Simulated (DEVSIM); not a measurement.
System: Schottky contact on p-type GaAs, at 300 K.

Layer 1 from the left is GaAs, thickness (μm) 0.390, Na (cm⁻³) 2.2e17, τn (s) 1.7e-9, τp (s) 1.7e-9.

Left contact: Schottky, work function 4.544 eV, emission velocity 4.8e6 cm/s. Right contact: ohmic. Voltage is applied to the left contact. Recombination: SRH at mid-gap. Mobility is constant in doping.

This is a model device: material constants are rounded textbook-type values typed into the input, and sizes, dopings and lifetimes were drawn at random. Values at 300 K.

GaAs: gap (eV) 1.424, affinity (eV) 4.07, permittivity 12.9, Nc (cm⁻³) 4.7e17, Nv (cm⁻³) 9e18, μn (cm²/Vs) 8500, μp (cm²/Vs) 400.

Task: Estimate by hand the built-in potential, the peak field at zero bias, and compare with a numerical solution.

Result: 
- Built-in potential: barrier φB = 0.950 eV; Vbi = φB − kT/q ln(N_band/N) = 0.854 V; numerical 0.854 V.
- Peak field at zero bias: depletion approximation: W = √(2εVbi/(qN)) = 0.0744 μm with N = 2.20e17 cm⁻³; field = 2Vbi/W = 230000 V/cm; numerical 225000 V/cm (estimate above by 2.2 %).

Model (solved in DEVSIM): 1D drift-diffusion, Boltzmann statistics, complete ionisation; no tunnelling, impact ionisation, image-force lowering or self-heating. Metal contacts follow the ideal Schottky-Mott rule: no Fermi-level pinning, no interface dipoles.
